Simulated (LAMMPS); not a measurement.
Surface tension of liquid C over temperature.

All values are model results, not measurements: classical MD, pair style gw, file SiC.gw (LAMMPS).

```tsv
T (K)	surface tension	excess energy
4000	0.71 ± 0.03 N/m	1.0 J/m²
4600	0.60 ± 0.03 N/m	1.1 J/m²
5400	0.57 ± 0.03 N/m	1.3 J/m²
```

Caution: the potential SiC.gw is made for SiC, not for the elements.

Caution: at ambient pressure real C sublimes or decomposes before or as it melts, so this liquid is the model's.

Uncertainties are statistical and leave out the potential's own error.
